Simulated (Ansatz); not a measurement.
Pt on the 1x1 (111) surface of fcc Al, one in a 2x2 cell, energies for each (28.3 Å²). Energies are against an atom of fcc Pt, without zero-point or thermal terms; each row is named by its start.

All values below come from PBE (plane waves to 420 eV, PAW; Ansatz, a program for electronic structure).

**Question.** Which site binds most strongly?
A) hollow Al-Al-Al over Al at depth 2.3 Å
B) bridge Al-Al (span 2.9 Å)
C) hollow Al-Al-Al over Al at depth 4.6 Å

**Answer.** C, hollow Al-Al-Al over Al at depth 4.6 Å. Adsorption energies: hollow Al-Al-Al over Al at depth 4.6 Å -0.57 eV; hollow Al-Al-Al over Al at depth 2.3 Å -0.50 eV; bridge Al-Al (span 2.9 Å) -0.48 eV.
